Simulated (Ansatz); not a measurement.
An ideal cubic perovskite cell is held by its symmetry; such compounds can tilt or shift off centre at room temperature. The starting structures come from a database of crystals and need not be the phases stable at ambient conditions.

 Where the default PAW files enter, the runs use the earlier of Ansatz's two default sets.

The decay constant κ of evanescent states in the gap governs leakage through a thin film.

Data:

```xyz
5
Lattice="6.4864 0.0000 0.0000 -3.2432 5.6174 0.0000 3.2432 1.8725 2.6480" Properties=species:S:1:pos:R:3 pbc="T T T"
Rb     0.0000     0.0000     0.0000
Hg     0.0000     3.7449     1.3240
F      3.2432     0.0000     0.0000
F      1.6216     2.8087     0.0000
F     -1.6216     2.8087     0.0000
```

Space group of this cell: Pm-3m, cubic perovskite. The cell was relaxed by PBE-D3(BJ); by PBEsol its mean pressure is -1.8 GPa.

Transport runs along the normal of the first two printed cell vectors, the (111) plane of the conventional cell.

The gap is the functional's own. No spin-orbit coupling. Mid-gap values are interpolated on the energy grid.

Problem. Give the band gap and the smallest decay constant κ at mid-gap that PBEsol in Ansatz (a first-principles code) yields.

Solution. Gap 0.45 eV on a 12×12×12 mesh; κ = 0.135 1/Å, at the zone centre.
